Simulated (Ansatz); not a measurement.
Take TiTe2 in the CdI2 type structure (space group P-3m1, No. 164; a = 3.697 Å, c = 6.384 Å; layered, stacked along the Cartesian z axis) as the base.

Method: PBE-D3(BJ) (Ansatz, a quantum-chemistry and plane-wave program, PAW, scalar-relativistic without spin-orbit coupling).

One change was made to it. Results:

The volume per atom shrinks by 0.81 Å³, from 25.19 Å³ to 24.38 Å³; the band gap remains zero.

### Question
What was done to the base?
A) pressure 0.3 GPa
B) pressure 5 GPa
C) pressure 0.7 GPa
D) pressure 1.5 GPa

### Answer
D, pressure 1.5 GPa. For comparison, the volume per atom in the other runs: pressure 5 GPa gives 23.01 Å³; pressure 0.3 GPa gives 25.01 Å³; pressure 0.7 GPa gives 24.78 Å³.

Load acts through the strain it causes; cell and atoms are relaxed under it. No phonon test of stability was made. No other phases were tried under pressure. All final runs are without spin polarisation.
